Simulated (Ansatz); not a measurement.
Output of an Ansatz run (abridged):

```
WARN basis.ecutwfc = 500 eV, the default
WARN ansatz: RAYON_NUM_THREADS=1 ignored (pool sized by the plan → 1); use --threads N
Pseudopotentials: kind: paw
Pseudopotential: Te, paw, valence charge 16
Pseudopotential: Tc, paw, valence charge 15
Crystal: 4 atoms, lattice volume = 167.139 Å³
Basis set: ecut = 500 eV, 4231 PW (Γ), exchange–correlation on 108×108×80 points (8 copies of the dense FFT grid, shifted against one another)
Bands: 38, of which v1, the nominal top of the filled ones, is band 31 counted from 1 (30 counted from 0)
Symmetry: 8 space group operations
Space group: Cmcm (ITA 63), of the structure as read, at distance tolerance 5.5e-5 Å
k-points: 52 of 216
Initial density: superposition of atomic densities (chi_scale 0.1, normalization cell, long waves kept (reshape's long-wave potential 0.02 eV rms))
Initial wavefunctions: pseudopotential atomic-orbital guess
Eigensolver: davidson
Functional: x = pbe(κ = 0.804, μ = 0.2195149727645171), c = pbe(β = 0.06672455060314922)
SCF iter   1: F=—  HF=-24749.064104 eV  |F-HF|=—  |Δ(HF+E_count)|=         —  Δρ=1.30e-1  dr2=7.70e1  ethr=3.10e-3  ⟨swp⟩=5.9  Hψ=7017  notcnv=0
all-band conjugate gradients solve this SCF's bands
preconditioner: auto → LDOS
SCF iter   2: F=—  HF=-24742.948795 eV  |F-HF|=—  |Δ(HF+E_count)|=    6.12e0  S|Δr|=    0.00e0  Δρ=5.51e-2  dr2=4.25e0  ethr=3.10e-3  ⟨swp⟩=4.0  Hψ=5255  notcnv=0  defer=60
SCF iter   3: F=—  HF=-24743.159675 eV  |F-HF|=—  |Δ(HF+E_count)|=   2.11e-1  S|Δr|=    0.00e0  Δρ=6.12e-2  dr2=3.69e0  ethr=3.10e-3  ⟨swp⟩=3.0  Hψ=4463  notcnv=0
SCF iter   4: F=—  HF=-24742.550112 eV  |F-HF|=—  |Δ(HF+E_count)|=   6.10e-1  S|Δr|=    0.00e0  Δρ=2.15e-2  dr2=4.31e-1  ethr=3.10e-3  ⟨swp⟩=2.0  Hψ=2586  notcnv=0  defer=2
SCF iter   5: F=—  HF=-24742.514278 eV  |F-HF|=—  |Δ(HF+E_count)|=   3.58e-2  S|Δr|=    0.00e0  Δρ=5.10e-3  dr2=2.08e-2  ethr=6.94e-4  ⟨swp⟩=1.0  Hψ=2014  notcnv=0  defer=2
SCF iter   6: F=—  HF=-24742.516712 eV  |F-HF|=—  |Δ(HF+E_count)|=   2.43e-3  S|Δr|=    0.00e0  Δρ=3.03e-3  dr2=9.71e-3  ethr=3.35e-5  ⟨swp⟩=1.0  Hψ=1974  notcnv=0  defer=2
SCF iter   7: F=—  HF=-24742.516557 eV  |F-HF|=—  |Δ(HF+E_count)|=   1.55e-4  S|Δr|=    0.00e0  Δρ=1.13e-3  dr2=1.16e-3  ethr=1.57e-5  ⟨swp⟩=1.0  Hψ=1974  notcnv=0  defer=2
SCF iter   8: F=—  HF=-24742.516805 eV  |F-HF|=—  |Δ(HF+E_count)|=   2.48e-4  S|Δr|=    0.00e0  Δρ=4.80e-4  dr2=2.38e-4  ethr=1.88e-6  ⟨swp⟩=1.0  Hψ=1982  notcnv=0  defer=2
SCF iter   9: F=—  HF=-24742.516859 eV  |F-HF|=—  |Δ(HF+E_count)|=   5.42e-5  S|Δr|=    0.00e0  Δρ=9.81e-5  dr2=1.20e-5  ethr=3.84e-7  ⟨swp⟩=2.3  Hψ=2518  notcnv=0  defer=2
SCF iter  10: F=—  HF=-24742.516717 eV  |F-HF|=—  |Δ(HF+E_count)|=   1.42e-4  S|Δr|=    0.00e0  Δρ=1.86e-5  dr2=5.15e-7  ethr=1.93e-8  ⟨swp⟩=2.7  Hψ=3575  notcnv=0  defer=2
SCF iter  11: F=—  HF=-24742.516717 eV  |F-HF|=—  |Δ(HF+E_count)|=   5.86e-7  S|Δr|=    0.00e0  Δρ=1.00e-5  dr2=1.16e-7  ethr=1.61e-10  ⟨swp⟩=6.3  Hψ=8534  notcnv=0
SCF iter  12: F=-24742.516717 eV  HF=-24742.516717 eV  |F-HF|=2.83e-9  |Δ(HF+E_count)|=   2.57e-8  S|Δr|=    0.00e0  Δρ=1.78e-6  dr2=4.86e-9  ethr=1.61e-10  ⟨swp⟩=4.0  Hψ=6212  notcnv=0
SCF 1 converged in 12 iterations: F = -24742.516717 eV  dr2 = 4.86e-9
SCF converged after 12 iterations
Stability not checked (fill_not_monotonic)
Free energy (F): -24742.516717 eV
Harris-Foulkes:  -24742.516717 eV  (|F-HF|=2.83e-9)
Internal energy: -24742.482178 eV  (E = F + TS)
E sigma→0 (E₀):  -24742.505204 eV
Entropy (-TS):   -0.034540 eV (-8.635 meV/atom)
Fermi energy:    5.626934 eV
--- Per-component energies (eV) ---
  E_band       = -1192.191327
  E_kinetic    = 1598.435331
  E_local      = -7332.276792  (includes V_loc(G=0)·N_el)
  E_nonlocal   = -48.340890
  E_hartree    = 3181.172937
  E_xc         = -709.671177
  E_vxc        = -773.534164  (∫ρ·V_xc dr)
  E_paw        = -15881.047573  (= ΣΔE_a)
  E_vpaw       = -998.823439  (= ΣTr[D̂ρ^β])
  E_aug_tail   = -0.000135  (compensation charges beyond the density's cutoff)
  E_ewald      = -5550.753880
  E_smearing   = -0.034540  (= −TS)
  E_closure    = 0.000000  (closes the sum)
  Σ components = -24742.516717   (vs F -24742.516717, Δ=0.00e0)
--- Forces (eV/Å), atoms counted from 1 ---
  atom   1  Te    -0.00000000    -1.26204346    -0.00000000
  atom   2  Te     0.00000000     1.26204346     0.00000000
  atom   3  Tc     0.00000000    -0.45396623     0.00000000
  atom   4  Tc    -0.00000000     0.45396623    -0.00000000
  max |Σ_I F_I| component: 2.22e-16 eV/Å
--- Stress (GPa, compression-positive) ---
      -13.417408       0.000000       0.000000
        0.000000     -11.299243       0.000000
        0.000000       0.000000      -7.907754
  P = ⅓ Tr σ = -10.8748 GPa (-108.748 kbar)
  The stress holds the Pulay correction. Without it, at fixed plane waves, as pw.x and ABINIT print it: P = -10.8778 GPa
--- Band table (eV; the first three rows and the last of 52) ---
  k-point 0: bands = ["-60.5154", "-60.5153", "-32.6072", "-32.6062", "-32.5996", "-32.5989", "-32.5839", "-32.5822", "-31.7111", "-31.6819", "-31.6779", "-31.6401", "-31.6349", "-31.6143", "-31.5892", "-31.5873", "-31.5809", "-31.5686", "-6.5519", [...]
  k-point 1: bands = ["-60.5154", "-60.5153", "-32.6072", "-32.6063", "-32.5996", "-32.5990", "-32.5838", "-32.5823", "-31.7114", "-31.6825", "-31.6769", "-31.6407", "-31.6338", "-31.6163", "-31.5880", "-31.5857", "-31.5811", "-31.5696", "-6.4184", [...]
  k-point 2: bands = ["-60.5154", "-60.5154", "-32.6071", "-32.6066", "-32.5995", "-32.5991", "-32.5835", "-32.5826", "-31.7094", "-31.6927", "-31.6657", "-31.6449", "-31.6307", "-31.6208", "-31.5857", "-31.5819", "-31.5817", "-31.5724", "-6.0322", [...]
  k-point 51: bands = ["-60.5154", "-60.5154", "-32.6070", "-32.6070", "-32.5993", "-32.5993", "-32.5830", "-32.5830", "-31.7028", "-31.7028", "-31.6538", "-31.6538", "-31.6261", "-31.6261", "-31.5835", "-31.5835", "-31.5767", "-31.5767", "-5.4342", [...]
```

The structure:

```
CELL_PARAMETERS angstrom
      2.52232    -6.66533     0.00000
      2.52232     6.66533     0.00000
      0.00000     0.00000     4.97079
ATOMIC_POSITIONS crystal
  Te 0.56400 0.43600 0.25000
  Te 0.43600 0.56400 0.75000
  Tc 0.85475 0.14525 0.25000
  Tc 0.14525 0.85475 0.75000
```

**Question.** Reconstruct the input of this run.

**Answer.** Other spellings and defaults could give the same log, and not every line can be read from it. The input that was run (DFT, PBE, plane waves, default PAW files):

Ansatz 0.2 input:
```yaml
# TcTe
crystal:
  lattice:
    - [2.522322, -6.665326, 0.000000]
    - [2.522322, 6.665326, 0.000000]
    - [0.000000, 0.000000, 4.970791]
  atoms:
    - { symbol: Te, position: [0.564000, 0.436000, 0.250000] }
    - { symbol: Te, position: [0.436000, 0.564000, 0.750000] }
    - { symbol: Tc, position: [0.854750, 0.145250, 0.250000] }
    - { symbol: Tc, position: [0.145250, 0.854750, 0.750000] }
kpoints:
  mp_grid: { grid: [6, 6, 6] }
hamiltonian:
  xc: pbe
  pseudopotentials: { kind: paw }
scf:
  occupations: { method: cold, width: 0.136 eV }
output:
  forces: true
  eigenvalues: true
  stress: true
```

The starting cell was generated: these elements placed on a structure prototype, without a prior relaxation; it need not be a known phase or ordering of this composition. Spin-orbit coupling is off. Spin polarisation is off. With a pressure of about -11 GPa the cell is away from its equilibrium volume at this level. Forces in this geometry exceed 1 eV/Å. Ansatz's pressure includes its estimate of the finite-basis (Pulay) stress.

Ansatz is a quantum-chemistry and plane-wave program.
